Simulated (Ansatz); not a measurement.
System: SrNbO₂N (P4/mmm, No. 123, 5 atoms in the cell; start mp-1218149). Method: PBEsol in Ansatz (plane waves, PAW).

Input:

Ansatz 0.2 input:
```yaml
crystal:
  lattice:
    - [4.0364331946, 0.0, 0.0]
    - [0.0, 4.0364331946, 0.0]
    - [0.0, 0.0, 4.0872171143]
  atoms:
    - { symbol: Sr, position: [0.0, 0.0, 0.0] }
    - { symbol: Nb, position: [0.5, 0.5, 0.5] }
    - { symbol: N, position: [0.5, 0.5, 0.0] }
    - { symbol: O, position: [0.5, 0.0, 0.5] }
    - { symbol: O, position: [0.0, 0.5, 0.5] }
basis:
  ecutwfc: 520
  ecutrho_ratio: 4
  xc_grid: 2
kpoints:
  mp_grid: { grid: [14, 14, 14] }
hamiltonian:
  xc: pbesol
  dispersion: none
  pseudopotentials: { kind: paw }
scf:
  occupations: { method: fermi_dirac, width: 0.05 }
output:
  forces: true
  stress: true
  eigenvalues: true
relax:
  f_tol: 0.004
  escape_saddle: false
  max_steps: 80
  cell: { stress_tol: 0.02, fix: [volume] }
```

Excerpt of the program's output:

```
Relaxation: its limit of steps is 80 (relax.max_steps)
Crystal: 5 atoms, lattice volume = 66.592 Å³
Basis set: ecut = 520 eV, 1799 PW (Γ), exchange–correlation on 64×64×64 points (8 copies of the dense FFT grid, shifted against one another)
Bands: 25, of which v1, the nominal top of the filled ones, is band 20 counted from 1 (19 counted from 0)
Symmetry: 16 space group operations
Space group: P4/mmm (ITA 123), of the structure as read, at distance tolerance 4.1e-5 Å
k-points: 288 of 2744
Functional: x = pbesol(κ = 0.804, μ = 0.12345679012345678), c = pbesol(β = 0.046)
SCF iter   1: F=—  HF=-9494.272141 eV  |F-HF|=—  |Δ(HF+E_count)|=         —  Δρ=1.17e-2  dr2=7.30e-2
SCF iter   2: F=—  HF=-9494.256037 eV  |F-HF|=—  |Δ(HF+E_count)|=   1.61e-2  Δρ=4.16e-3  dr2=1.30e-2
  ...
SCF 1 converged in 7 iterations: F = -9494.252233 eV  dr2 = 5.64e-8
Crystal: 5 atoms, lattice volume = 66.592 Å³
Initial density: handed on by an earlier stage of this run
SCF 2 converged in 6 iterations: F = -9494.252247 eV  dr2 = 9.28e-11
Crystal: 5 atoms, lattice volume = 66.592 Å³
SCF 3 converged in 6 iterations: F = -9494.252248 eV  dr2 = 1.27e-11
Crystal: 5 atoms, lattice volume = 66.592 Å³
SCF iter  10: F=-9494.252248 eV  HF=-9494.252248 eV  |F-HF|=0.00e0  |Δ(HF+E_count)|=    0.00e0  Δρ=3.46e-9  dr2=8.09e-15
SCF iter  11: F=-9494.252248 eV  HF=-9494.252248 eV  |F-HF|=0.00e0  |Δ(HF+E_count)|=    0.00e0  Δρ=2.41e-9  dr2=4.98e-15
SCF 4 converged in 11 iterations: F = -9494.252248 eV  dr2 = 4.98e-15
SCF converged after 11 iterations
Free energy (F): -9494.252248 eV
Internal energy: -9494.251075 eV  (E = F + TS)
E sigma→0 (E₀):  -9494.251662 eV
Fermi energy:    11.400422 eV
--- Stress (GPa, compression-positive) ---
       -3.703853       0.000000      -0.000000
        0.000000      -3.703853       0.000000
       -0.000000       0.000000      -3.703416
  P = ⅓ Tr σ = -3.7037 GPa (-37.037 kbar)
```

The cell is one volume of an energy–volume scan, off the minimum.

The PAW data were made under PBE.

Note: the relaxation could not lower the start's symmetry, so the cell can be a saddle point above a distorted one.

A start named mp-… is a Materials Project structure, which need not be a measured phase.

Ansatz is an electronic-structure program.
